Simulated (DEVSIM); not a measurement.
Structure: Ni/SiON/p-GaSb capacitor, at 300 K.

Layer 1 from the left is SiON, thickness (nm) 5.20. Layer 2 from the left is GaSb, thickness (nm) 820, Na (cm⁻³) 5.3e17.

Metal gate on the left, work function 5.1 eV. Fixed charge at the semiconductor interface 4.5e10 cm⁻² (in units of +e); no interface traps.

This is a model device: material constants are rounded textbook-type values typed into the input, and sizes, dopings and lifetimes were drawn at random. Values at 300 K.

SiON: gap (eV) 7, affinity (eV) 1.4, permittivity 5.5. GaSb: gap (eV) 0.726, affinity (eV) 4.06, permittivity 15.7, Nc (cm⁻³) 2.1e17, Nv (cm⁻³) 1.8e19.

Simulated with DEVSIM: 1D Poisson equation in equilibrium, Boltzmann statistics, complete ionisation; no quantum confinement or tunnelling. Metal contacts follow the ideal Schottky-Mott rule: no Fermi-level pinning, no interface dipoles.

Problem. What does the simulation give for the minimum of the low-frequency capacitance, the flat-band voltage?

Solution. minimum of the low-frequency capacitance 0.251 μF/cm²; flat-band voltage 0.40 V.
